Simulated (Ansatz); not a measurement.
A self-consistent single point of SiSbPt5 (P4mm, 7 atoms in the cell) with Ansatz (a first-principles code).

Method: LDA (PW92), default PAW files made with PBE (plane waves; Ansatz).

```
SiSbPt5
1.0
    3.91277     0.00000     0.00000
    0.00000     3.91277     0.00000
    0.00000     0.00000     7.48421
Si Sb Pt
1 1 5
Direct
  0.50000   0.50000   0.00668
  0.00000   0.00000   0.50000
  0.00000   0.00000   0.00000
  0.50000   0.00000   0.74882
  0.50000   0.00000   0.25118
  0.00000   0.50000   0.74882
  0.00000   0.50000   0.25118
```

Reference input (self-consistent single point, DFT, LDA (PW92), plane waves, default PAW files made with PBE): basis.ecutwfc = 30.9 Ry; kpoints.mp_grid.grid = 9 9 5; hamiltonian.xc = lda; hamiltonian.pseudopotentials = {kind: paw} (the program's default PAW files); scf.occupations.method = gaussian; scf.occupations.width = 0.0073 Ry. This run's input differs from it in these lines:

Ansatz 0.2 input:
```diff
@@ -16,3 +16,3 @@
 kpoints:
-  mp_grid: { grid: [9, 9, 5] }
+  mp_grid: { grid: [6, 6, 4] }
 hamiltonian:
@@ -21,3 +21,3 @@
 scf:
-  occupations: { method: gaussian, width: 0.0073 Ry }
+  occupations: { method: gaussian, width: 0.0037 Ry }
 output:
```

Output, abridged:

```
SCF iter   1: F=—  HF=-68171.383603 eV  |F-HF|=—  |Δ(HF+E_count)|=         —  Δρ=7.45e-3  dr2=3.43e-2  ethr=1.77e-3  ⟨swp⟩=6.0  Hψ=7362  notcnv=0  defer=4
all-band conjugate gradients solve this SCF's bands
preconditioner: auto → LDOS
SCF iter   2: F=—  HF=-68171.378661 eV  |F-HF|=—  |Δ(HF+E_count)|=   4.94e-3  Δρ=2.80e-3  dr2=1.16e-2  ethr=3.14e-5  ⟨swp⟩=2.0  Hψ=3511  notcnv=0  defer=136
   [... lines left out ...]
SCF iter   5: F=—  HF=-68171.374417 eV  |F-HF|=—  |Δ(HF+E_count)|=   8.23e-5  Δρ=1.94e-4  dr2=1.17e-4  ethr=4.07e-7  ⟨swp⟩=2.0  Hψ=2866  notcnv=0  defer=136
SCF iter   6: F=—  HF=-68171.374410 eV  |F-HF|=—  |Δ(HF+E_count)|=   7.25e-6  Δρ=9.06e-5  dr2=2.64e-5  ethr=1.08e-7  ⟨swp⟩=1.4  Hψ=1952  notcnv=0  defer=136
SCF iter   7: F=—  HF=-68171.374384 eV  |F-HF|=—  |Δ(HF+E_count)|=   2.59e-5  Δρ=2.98e-5  dr2=3.64e-6  ethr=2.42e-8  ⟨swp⟩=1.9  Hψ=2042  notcnv=0  defer=136
SCF iter   8: F=-68171.374384 eV  HF=-68171.374384 eV  |F-HF|=7.96e-8  |Δ(HF+E_count)|=   4.54e-7  Δρ=5.99e-6  dr2=9.42e-8  ethr=9.17e-11  ⟨swp⟩=8.7  Hψ=9548  notcnv=0
SCF 1 converged in 8 iterations: F = -68171.374384 eV  dr2 = 9.42e-8
Free energy (F): -68171.374384 eV
Internal energy: -68171.365192 eV  (E = F + TS)
E sigma→0 (E₀):  -68171.369788 eV
Entropy (-TS):   -0.009191 eV (-1.313 meV/atom)
Fermi energy:    19.546022 eV
--- Forces (eV/Å), atoms counted from 1 ---
  atom   1  Si    -0.00000000     0.00000000    -0.10963568
  atom   2  Sb     0.00000000     0.00000000     0.09104481
  atom   3  Pt     0.00000000     0.00000000    -0.08765197
  atom   4  Pt    -0.00000000     0.00000000     0.11561462
  atom   5  Pt     0.00000000     0.00000000    -0.06250816
  atom   6  Pt    -0.00000000     0.00000000     0.11561462
  atom   7  Pt     0.00000000     0.00000000    -0.06250816
--- Stress (GPa, compression-positive) ---
       -4.184956       0.000000       0.000000
        0.000000      -4.184956       0.000000
        0.000000       0.000000      -2.772976
  P = ⅓ Tr σ = -3.7143 GPa (-37.143 kbar)
  The stress holds the Pulay correction. Without it, at fixed plane waves, as pw.x and ABINIT print it: P = -3.7710 GPa
```

The run converged in 8 iterations. Against the reference run the free energy rises by 2.5 meV/atom, the pressure moves little (-3.68 to -3.71 GPa) and the largest force goes from 0.107 to 0.116 eV/Å.

The starting cell comes from a database of computed structures (which also holds hypothetical and non-ambient phases and stackings), without a prior relaxation at this level. Its lattice was rescaled by up to half a per cent. One atom was moved a little off its site on purpose. Spin-orbit coupling is off. Spin polarisation is off. With a pressure of about -4 GPa the cell is away from its equilibrium volume at this level. Ansatz's pressure includes its estimate of the finite-basis (Pulay) stress.
